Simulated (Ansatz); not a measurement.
The reference is Zr in the hcp (Mg type) structure (space group P6_3/mmc, No. 194; a = 3.244 Å, c = 5.158 Å; relaxed with 0.1 eV smearing).

All numbers come from r2SCAN (Ansatz, a quantum-chemistry and plane-wave program; PAW; 500 eV plane waves; no spin-orbit coupling).

Before the change:

```
Property    Value
--------  -------
Pressure  0.0 GPa
Band gap     zero
```

Now apply this change: every lattice vector is stretched by 3.00 %, atoms relaxed at fixed cell.

**Question.** Estimate the effect on the pressure, energy relative to the base and band gap.

**Answer.** The pressure (mean of the normal stresses, compression positive) goes from zero to -7.3 GPa; the energy increases by 53 meV/atom; the band gap remains zero.

The cells carry an imposed strain or load. No phonon test of stability was made. All final runs are without spin polarisation.
